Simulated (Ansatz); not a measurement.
Consider Sc in the hcp (Mg type) structure (space group P6_3/mmc, No. 194; a = 3.275 Å, c = 5.105 Å; relaxed with 0.1 eV smearing). Axes: x lies along a and z along c of the hexagonal cell.

The values are results of DFT with PBEsol, PAW potentials and a 420 eV plane-wave cutoff in Ansatz (a first-principles code), scalar-relativistic without spin-orbit coupling, not measurements.

Base values:

The shortest interatomic distance is 3.177 Å.

One thing is altered: the cell is compressed by 1.50 % along x with no lateral relaxation, atoms relaxed at fixed cell.

Question: How does this affect the shortest interatomic distance, energy relative to the base and stress?

Answer: The shortest interatomic distance drops by 0.011 Å, from 3.177 Å to 3.166 Å; the energy rises by 1.8 meV/atom; the stress (xx, yy, zz, yz, xz, xy; compression positive) comes out as (1.6, 0.6, 0.5, 0.0, 0.0, 0.0) GPa.

The cells carry an imposed strain or load. No phonon test of stability was made. The final runs are not spin-polarised.
